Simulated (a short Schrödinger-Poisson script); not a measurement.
System: single CdTe/Cd0.85Zn0.15Te quantum well.

| layer | material | thickness (nm) |
|---|---|---|
| 1 | Cd0.85Zn0.15Te | 20 |
| 2 | CdTe | 10 |
| 3 | Cd0.85Zn0.15Te | 20 |

The device is made up for the run: typed textbook-type constants, with dimensions and the other settings drawn at random. CdTe: direct gap (eV) 1.5, conduction-band edge (eV) 0, electron mass (mₑ) 0.096, heavy-hole mass 0.6, light-hole mass 0.12. Cd0.85Zn0.15Te: direct gap (eV) 1.59, conduction-band edge (eV) 0.072, electron mass (mₑ) 0.1, heavy-hole mass 0.6, light-hole mass 0.13.

The valence-band edge of each layer lies one gap below its conduction-band edge. The electron's potential energy rises along the stack by the applied field. Mesh 0.03 nm at interfaces.

Estimate e1 and hh1 for infinitely high walls at zero field, and compare with the finite well.

ħ²π²/(2mL²) gives 39.2 meV for the electron and 6.3 meV for the heavy hole. The finite well gives 17.4 and 3.3 meV, 0.44 and 0.52 of the estimates, as the states reach into the barriers (9 % of e1 lies outside the well).

From a short Schrödinger-Poisson script (our own, NumPy): one-band effective-mass equation with BenDaniel-Duke matching, electrons, heavy and light holes apart, hard walls at the outer ends, one valence edge for both holes (no strain splitting), no charge, excitons, band mixing or non-parabolicity; under a field the levels are quasi-bound states of a box, listed while three quarters of their weight lies within 4 nm of the wells.
